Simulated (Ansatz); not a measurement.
# NaF (model structure, started from the CsCl type, Pm-3m, No. 221, 2 atoms in the cell)

These are LDA (Ansatz, a program for electronic structure, PAW) values and carry that method's errors.

Numerical settings: plane-wave cutoff 520 eV, 12×12×12 k mesh, Fermi–Dirac smearing 0.01 eV, scalar-relativistic PAW data made under PBE.

Cell (relaxed at this level):

```cif
data_FNa
_chemical_formula_sum 'Na1 F1'
_space_group_name_H-M_alt 'Pm-3m'
_space_group_IT_number 221
_space_group_name_Hall '-P 4 2 3'
_cell_length_a 2.73803
_cell_length_b 2.73803
_cell_length_c 2.73803
_cell_angle_alpha 90.000
_cell_angle_beta 90.000
_cell_angle_gamma 90.000
loop_
_atom_site_label
_atom_site_type_symbol
_atom_site_symmetry_multiplicity
_atom_site_Wyckoff_symbol
_atom_site_fract_x
_atom_site_fract_y
_atom_site_fract_z
_atom_site_occupancy
Na1 Na 1 a 0.00000 0.00000 0.00000 1
F1 F 1 b 0.50000 0.50000 0.50000 1
```

```yaml
band_gap: 6.20 eV (indirect)
smallest_direct_gap_on_the_k_points_sampled: 6.58 eV
```

Note: the relaxation could raise the start's symmetry but not lower it, so the cell can be a saddle point.

The computed numbers hold no vibrational or temperature effects.

A model structure was made by putting elements into a prototype or built by hand; it is no filed structure, need not be a known phase, and can be a saddle point held by its symmetry.
